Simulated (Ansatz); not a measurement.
LaZrNO₂ (Pnma), Ansatz (a quantum-chemistry and plane-wave program) with PBEsol, rigid bands: N_v = 4.01e20 cm⁻³ at 300 K and a hole conductivity mass of 14.1 mₑ along z (a = (5.73, 0.00, 0.00) Å; b = (0.00, 8.44, 0.00) Å; c = (0.00, 0.00, 5.70) Å).

**Question.** For 1e16 holes per cm³ at 300 K, place the Fermi level, estimate the Seebeck coefficient of a parabolic band with constant τ, and give mobility and conductivity for τ = 5 fs.

**Answer.** The level lies k_BT ln(N_v/p) = 0.274 eV above the valence-band maximum. S ≈ +(k_B/e)[ln(N_v/p) + 5/2] = 1129 μV/K, against 1087 μV/K from the full bands (mean over directions). μ = eτ/m = 0.624 cm²/(V·s) and σ = peμ = 0.000999 S/cm. τ is assumed, not computed.

Band transport and this doping are assumed; polarons and phonon drag are left out. Spin-orbit coupling is left out; where it splits the top of the valence band, N_v and the p-type Seebeck coefficient come out somewhat high without it.

Computed structure with no diffraction record at hand here (it may be known, metastable or hypothetical): LaZrNO2 (Pnma).
